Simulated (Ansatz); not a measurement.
V2O5 (Pmmn, No. 59, 14 atoms in the cell), treated with r²SCAN (plane waves, PAW; Ansatz, a first-principles code).

Run with plane-wave cutoff 500 eV, 12×4×10 k mesh (along the axes of the cell as run), Fermi–Dirac smearing 0.05 eV, no spin polarisation, scalar-relativistic PAW data made under PBE.

Cell (relaxed at this level):

```yaml
crystal:
  lattice:
    - [3.54009, 0.00000, 0.00000]
    - [0.00000, 11.52258, 0.00000]
    - [0.00000, 0.00000, 4.37452]
  atoms:
    - { symbol: V, position: [0.00000, 0.14836, 0.88719] }
    - { symbol: V, position: [0.00000, 0.85164, 0.88719] }
    - { symbol: V, position: [0.50000, 0.35164, 0.11281] }
    - { symbol: V, position: [0.50000, 0.64836, 0.11281] }
    - { symbol: O, position: [0.00000, 0.00000, 0.99469] }
    - { symbol: O, position: [0.50000, 0.50000, 0.00531] }
    - { symbol: O, position: [0.00000, 0.14608, 0.52766] }
    - { symbol: O, position: [0.00000, 0.85392, 0.52766] }
    - { symbol: O, position: [0.50000, 0.35392, 0.47234] }
    - { symbol: O, position: [0.50000, 0.64608, 0.47234] }
    - { symbol: O, position: [0.50000, 0.18145, 0.99461] }
    - { symbol: O, position: [0.50000, 0.81855, 0.99461] }
    - { symbol: O, position: [0.00000, 0.31855, 0.00539] }
    - { symbol: O, position: [0.00000, 0.68145, 0.00539] }
```

Problem. Predict the band gap.

Solution. 
- band gap = 2.20 eV (on the SCF k mesh)

Note: the relaxation could not lower the start's symmetry, so the cell can be a saddle point above a distorted one.

Cost on a shared machine: around 22 core-minutes (rough).
